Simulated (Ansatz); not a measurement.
**L1₂ (Cu3Au-type) Ni3Al**

Method: HSE06 (PAW; Ansatz, a program for electronic structure).

Run with plane-wave cutoff 500 eV, 8×8×8 k mesh, Fermi–Dirac smearing 0.1 eV, spin-polarised with parallel moments, scalar-relativistic PAW data made under PBE.

Cell: relaxed with r²SCAN: a = b = c = 3.5268 Å, α = β = γ = 90.00°.

For L1₂ (Cu3Au-type) Ni3Al, the magnetic moment (largest site, within a sphere) is 0.57 μB.

Note: exact exchange on metals is sensitive to the k mesh and can open a false gap; the run warned that the count of filled bands differs between k points; cell and atoms aren't relaxed at this level (pressure 2.6 GPa).

Moments are spin moments.

Computed values are for the static lattice.

Computing time: very roughly 7 core-minutes.
